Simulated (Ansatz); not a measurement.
Results of r²SCAN+rVV10 in Ansatz (plane waves, PAW) for cubic perovskite SrVO3.

Run with plane-wave cutoff 560 eV, 14×14×14 k mesh, Fermi–Dirac smearing 0.05 eV, no spin polarisation, scalar-relativistic PAW data made under PBE.

Computed at the level's own relaxed cell.

Question: Predict the equilibrium volume per atom, bulk modulus, lattice parameter a and pressure derivative B′ of the bulk modulus.

Answer: 
* **equilibrium volume per atom**: 11.13 Å³/atom
* **bulk modulus**: 207 GPa
* **lattice parameter a**: 3.818 Å
* **pressure derivative B′ of the bulk modulus**: 4.4

The run finds no gap.

Measured, for comparison: equilibrium volume per atom 11.34 Å³/atom, lattice constant a 3.842 Å (temperature not stated, no zero-point or thermal correction; as tabulated in Marks et al. (2021), arXiv:2103.05797). Computed (rounded) less measured: equilibrium volume per atom -1.9 %, lattice constant a -0.6 %. A static lattice is as a rule a little smaller and stiffer than an uncorrected measurement, which narrows the difference in the equilibrium volume per atom, lattice constant a and would widen misses of the other sign.

Ansatz is a program for electronic structure.
